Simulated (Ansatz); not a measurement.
Consider this model of amorphous In$_{9}$Ga$_{9}$Zn$_{9}$O$_{39}$Sc$_{2}$.

```xyz
68
Lattice="9.5527 -0.0433 0.0415 -0.0433 9.4824 -0.0216 0.0415 -0.0216 9.4803" Properties=species:S:1:pos:R:3 pbc="T T T"
In     5.1661     6.2717     1.9134
In     5.6101     9.2080     5.8676
In     1.0217     7.8439     8.5311
In     2.4583     1.6248     3.2600
In     1.5998     1.5477     0.0680
In     8.3583     2.2872     1.7180
In     0.4962     6.7236     5.4646
In     9.3794     4.0060     8.0827
In     6.3144     4.3441     9.0456
Ga     7.5039     7.4117     4.0735
Ga     2.6154     0.0497     6.4054
Ga     2.1115     5.0010     2.8784
Ga     3.6723     6.4712     4.9748
Ga     5.5747     0.1257     2.3689
Ga     4.5506     7.8810     9.0802
Ga     3.5016     3.9078     0.4810
Ga     7.4925     0.5814     8.6004
Ga     7.1567     2.5522     6.4651
Zn     3.9802     3.3289     6.2860
Zn     6.6283     5.3030     5.5858
Zn     8.9185     3.6724     4.2444
Zn     4.5742     1.4599     8.4619
Zn     8.8266     5.5711     1.6939
Zn     2.6847     5.3269     7.8242
Zn     7.2703     6.9646     7.7870
Zn     8.0011     8.1787     1.0977
Zn     1.1034     8.1489     2.5874
O      4.1873     1.3580     6.4993
O      7.0768     0.4917     1.2173
O      5.8487     3.4803     5.5097
O      6.6669     7.2948     5.9307
O      4.5280     8.2808     1.4835
O      7.2907     6.7666     2.2759
O      3.0471     5.0227     5.9345
O      5.0775     5.7449     3.9780
O      3.1185     3.5759     3.4969
O      7.4770     4.9833     7.4171
O      3.6049     2.0511     0.6098
O      8.3967     5.6945     4.6631
O      7.2462     3.1969     3.2136
O      9.2031     8.3021     4.0526
O      0.4102     4.4245     2.6518
O      6.5625     2.2665     8.2646
O      3.7437     8.2028     5.6335
O      1.7910     1.1498     5.1719
O      9.1093     1.5947     9.2437
O      8.2239     4.1639     0.4702
O      8.9737     2.9637     6.1706
O      0.8172     8.5517     6.4365
O      3.0343     7.0925     8.4802
O      2.0390     6.6588     3.8752
O      3.0520     5.5146     1.3669
O      1.7137     3.6246     8.9245
O      5.8907     6.5199     9.2490
O      8.3300     8.3688     8.6087
O      2.4164     0.1263     8.2790
O      4.6558     1.4465     3.2385
O      0.2662     7.2946     1.0317
O      9.5113     1.7353     3.4540
O      5.5735     9.1904     8.1970
O      4.3367     4.0820     8.2294
O      7.5522     0.6959     6.3421
O      0.6874     5.9302     7.4487
O      1.7577     0.3117     1.8351
O      6.3284     8.8860     3.8657
O      5.2986     4.1419     1.4404
Sc     9.3816     0.6274     5.1202
Sc     5.2994     3.3789     3.3932
```

All values below come from PBE, scalar-relativistic without spin-orbit coupling (plane waves to 420 eV, PAW; Ansatz, an electronic-structure program).

The cell was made by melting and quenching with the CHGNet potential and then relaxed with DFT. O atoms were pushed apart under 1.9 Å during the dynamics, to hinder bonds among them. The hot cell started wider than the set density and was brought back towards it in steps. It is the lowest in DFT energy of 2 quenches. It is a model cell: composition and starting density were chosen by hand, and all elements were melted together. No dispersion term was used. Its density started from a set value of 5.73 and ended at 5.73 g/cm³. Cooling (nominally 210 K/ps over its main leg) ran many orders faster than in experiment, which tends to leave more defects and strain. A cell of this size samples the disorder only roughly. The volume was held where the preparation left it and the shape relaxed, at a PBE pressure of 2.7 GPa. Stress components on the final sampling reach 2.8 GPa.

Neighbours within In-In 3.12 Å, In-Ga 2.90 Å, In-Zn 2.90 Å, In-O 2.56 Å, In-Sc 3.27 Å, Ga-Ga 2.68 Å, Ga-Zn 2.68 Å, Ga-O 2.40 Å, Ga-Sc 3.05 Å, Zn-Zn 2.68 Å, Zn-O 2.40 Å, Zn-Sc 3.05 Å, O-O 1.58 Å, O-Sc 2.60 Å, Sc-Sc 3.41 Å count as bonded. Two cations that share two anions don't count as bonded, nor two that share one unless they lie closer than In-In 3.04 Å, In-Ga 2.82 Å, In-Zn 2.82 Å, In-Sc 3.18 Å, Ga-Ga 2.61 Å, Ga-Zn 2.61 Å, Ga-Sc 2.96 Å, Zn-Zn 2.61 Å, Zn-Sc 2.96 Å, Sc-Sc 3.32 Å.

Problem. Give the coordination numbers, mean bond lengths and angles.

Solution. 
The mean coordination of In by anions comes out as 5.44 (5 with 5, 4 with 6) and the mean coordination of Ga by anions comes out as 4.56 (5 with 4, 3 with 5, 1 with 6). The mean coordination of Zn by anions is 4.33 (6 with 4, 3 with 5), the mean coordination of O is 3.62 (15 with 3, 24 with 4) and the mean coordination of Sc by anions is 6.00 (2 with 6). The mean In-O bond comes out as 2.187 Å (spread 0.084 Å, 49 counted), the mean Ga-O bond comes out as 1.935 Å (spread 0.097 Å, 41 counted) and the mean Zn-O bond is 2.038 Å (spread 0.085 Å, 39 counted). The mean O-Sc bond is 2.183 Å (spread 0.185 Å, 12 counted). The bond angle at In is mean 105.2°, spread 29.3° and the bond angle at Ga is mean 107.7°, spread 23.4°. The bond angle at Zn is mean 107.8°, spread 23.0°. The bond angle at O is mean 110.5°, spread 17.4° and the bond angle at Sc is mean 104.0°, spread 29.5°.

Problem. List the pairs of like atoms that count as bonded by the rules above.

Solution. There are none by these rules.
